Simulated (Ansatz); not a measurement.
## BP: response to strain

Base system: BP in the zinc blende structure (space group F-43m, No. 216; a = 4.491 Å). Axes: x, y, z lie along the cube axes.

Strains are applied to the cell and any free atomic positions relax; under biaxial strain the out-of-plane vector relaxes too.

Computed with LDA (Ansatz, a first-principles code; PAW; 420 eV plane waves; without spin-orbit coupling).

Notes on the quantities. energy relative to the base: free energy F.

```csv
"biaxial strain, plane normal [111], relaxed out of plane (%)",energy relative to the base (meV/atom)
-2.5,21.9
-2.08,?
-1.67,9.6
-1.25,5.3
-0.83,2.3
-0.42,0.6
0,0.0
```

Q: Fit ΔE = Aε² + Bε³ (ε in %) to the rows shown and predict the withheld row.

A: Least squares on the printed values gives A = 3.30 and B = -0.083 meV/atom (largest residual 0.0 meV/atom); this predicts 15.0 meV/atom, and the run gives 15.0 meV/atom, in agreement.

Stability against distortions was not tested.
